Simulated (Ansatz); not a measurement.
**Al, response to strain**

Take Al in the fcc (Cu type) structure (space group Fm-3m, No. 225; a = 3.994 Å; relaxed with 0.1 eV smearing) as the base. Axes: x, y, z lie along the cube axes.

Strains are applied to the cell and any free atomic positions relax; under biaxial strain the out-of-plane vector relaxes too.

Method: r2SCAN/PAW in Ansatz (a first-principles code), no spin-orbit coupling.

Notes on the quantities. energy relative to the base: free energy F; pressure: mean of the normal stresses, compression positive.

```json
[
 {"change": "base", "space group": "Fm-3m (No. 225)", "energy relative to the base": "0 meV/atom", "volume per atom": "15.92 Å³", "pressure": "0.0 GPa"},
 {"change": "biaxial strain −4.97 %, plane normal [111], relaxed out of plane", "space group": "R-3m (No. 166)", "energy relative to the base": "+52 meV/atom", "volume per atom": "14.94 Å³", "pressure": "8.2 GPa"},
 {"change": "biaxial strain −3.83 %, plane normal [111], relaxed out of plane", "space group": "R-3m (No. 166)", "energy relative to the base": "+29 meV/atom", "volume per atom": "15.18 Å³", "pressure": "5.7 GPa"},
 {"change": "uniaxial strain ε_xx = +5.77 %", "space group": "I4/mmm (No. 139)", "energy relative to the base": "+20 meV/atom", "volume per atom": "16.84 Å³", "pressure": "-4.3 GPa"},
 {"change": "uniaxial strain ε_zz = +3.91 %", "space group": "I4/mmm (No. 139)", "energy relative to the base": "+9.3 meV/atom", "volume per atom": "16.55 Å³", "pressure": "-3.1 GPa"},
 {"change": "tensor shear ε_yz = −1.43 %", "space group": "Immm (No. 71)", "energy relative to the base": "+1.7 meV/atom", "volume per atom": "15.92 Å³", "pressure": "0.1 GPa"}
]
```

Whether these cells are dynamically stable was not tested.
